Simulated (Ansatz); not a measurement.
A constructed model of the (111) surface of fcc Au, a layer of Co in place of the second plane (bottom of the slab: a bare face, its two planes held)

Method: PBE (plane waves to 420 eV, PAW; Ansatz, a first-principles code).

Slab: 6 atoms, 11.9 Å thick at the start; k 15x15x1, smearing 0.1 eV, dipole-corrected; 2 atoms held, the rest relaxed; start symmetry kept, larger cells not searched; spin-polarised, ending with about 1.9 μB a cell; orders that need a larger cell were not tried, no spin-orbit, no U. It is one candidate, not shown to be the stable structure of the face.

```yaml
work_function_of_the_top_face: 4.73 eV
energy_released_by_relaxation: 0.27 eV
magnetic_moment_of_the_cell: 1.95 μB
cost: very roughly 3 core-minutes
```
